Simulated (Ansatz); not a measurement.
# RhSb3: pressure series

Start from RhSb3 (space group Im-3, No. 204).

```cif
data_Rh4Sb12
_chemical_formula_sum 'Sb12 Rh4'
_space_group_name_H-M_alt 'P 1'
_space_group_IT_number 1
_cell_length_a 8.00877
_cell_length_b 8.00877
_cell_length_c 8.00877
_cell_angle_alpha 109.471
_cell_angle_beta 109.471
_cell_angle_gamma 109.471
loop_
_space_group_symop_operation_xyz
  'x, y, z'
loop_
_atom_site_label
_atom_site_type_symbol
_atom_site_fract_x
_atom_site_fract_y
_atom_site_fract_z
_atom_site_occupancy
Sb1 Sb 0.15505 0.33959 0.49465 1
Sb2 Sb 0.84495 0.66041 0.50535 1
Sb3 Sb 0.84495 0.33959 0.18454 1
Sb4 Sb 0.15505 0.66041 0.81546 1
Sb5 Sb 0.49465 0.15505 0.33959 1
Sb6 Sb 0.50535 0.84495 0.66041 1
Sb7 Sb 0.18454 0.84495 0.33959 1
Sb8 Sb 0.81546 0.15505 0.66041 1
Sb9 Sb 0.33959 0.49465 0.15505 1
Sb10 Sb 0.66041 0.50535 0.84495 1
Sb11 Sb 0.33959 0.18454 0.84495 1
Sb12 Sb 0.66041 0.81546 0.15505 1
Rh1 Rh 0.50000 0.50000 0.50000 1
Rh2 Rh 0.00000 0.00000 0.50000 1
Rh3 Rh 0.50000 0.00000 0.00000 1
Rh4 Rh 0.00000 0.50000 0.00000 1
```

Cell and atoms are relaxed at each pressure.

Method: plane-wave PAW DFT at the PBEsol level (Ansatz, a first-principles code, 420 eV), no spin-orbit coupling.

```tsv
P (GPa)	V (Å³/atom)
-2.00	25.239
-1.00	24.969
0.29	24.643
0.68	24.548
1.50	24.359
3.01	24.031
5.01	23.631
7.50	23.181
9.99	22.776
```

Q: Fit a third-order Birch–Murnaghan equation of state.

A: Least squares on P(V) = (3B₀/2)[(V₀/V)^(7/3) − (V₀/V)^(5/3)]·[1 + (3/4)(B₀′ − 4)((V₀/V)^(2/3) − 1)] gives V₀ = 24.71 Å³/atom, B₀ = 100 GPa and B₀′ = 4.9.

Load acts through the strain it causes; cell and atoms are relaxed under it. Whether these cells are dynamically stable was not tested. Competing high-pressure phases were not computed. All final runs are without spin polarisation.
